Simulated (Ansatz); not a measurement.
CeO₂ in the CdI2 type structure (space group P-3m1, No. 164; a hypothetical phase, not in the database extracts checked)

```
CELL_PARAMETERS angstrom
      3.59486     0.00000     0.00000
     -1.79743     3.11324     0.00000
      0.00000     0.00000     4.40671
ATOMIC_POSITIONS crystal
  Ce 0.00000 0.00000 0.00000
  O  0.33333 0.66667 0.20465
  O  0.66667 0.33333 0.79535
```

Level of theory: r2SCAN+rVV10 in Ansatz (plane waves to 500 eV, PAW, no SOC), earlier PAW set. k-mesh 11×11×8 (Γ-centred); smearing 0.05 eV (Fermi–Dirac).

```json
{
  "volume_per_atom": "16.44 Å³",
  "density": "5.80 g/cm³",
  "band_gap": "2.48 eV, indirect, k = (0, 0.364, -1/2) in the run's primitive reciprocal basis → A",
  "Lowest conduction-band minima above the VBM": "A (0, 0, 1/2) 2.48 eV; M (1/2, 0, 0) 2.67 eV",
  "total_energy": "-2576.392 eV/atom (σ→0; compares only within this code and set-up)"
}
```

Whether these cells are dynamically stable was not tested. Seeded moments were not kept for the base. The final runs are not spin-polarised.

Ansatz is a program for electronic structure.
